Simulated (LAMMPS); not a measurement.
Simulation of Cu (fcc), 2048 atoms, at 1220 K and 0 GPa, heated as the crystal.

Method: classical MD, pair style adp, file AlCu.adp; code LAMMPS.

Starting crystal:

```cif
data_Cu4
_chemical_formula_sum 'Cu4'
_space_group_name_H-M_alt 'Fm-3m'
_space_group_IT_number 225
_space_group_name_Hall '-F 4 2 3'
_cell_length_a 3.61000
_cell_length_b 3.61000
_cell_length_c 3.61000
_cell_angle_alpha 90.000
_cell_angle_beta 90.000
_cell_angle_gamma 90.000
loop_
_atom_site_label
_atom_site_type_symbol
_atom_site_symmetry_multiplicity
_atom_site_Wyckoff_symbol
_atom_site_fract_x
_atom_site_fract_y
_atom_site_fract_z
_atom_site_occupancy
Cu1 Cu 4 a 0.00000 0.00000 0.00000 1
```

Task: Predict the coordination number, the first peak of g(r).

Result: coordination number: 12.2 (counted to 3.22 Å); first peak of g(r): 2.55 Å, height 3.7.
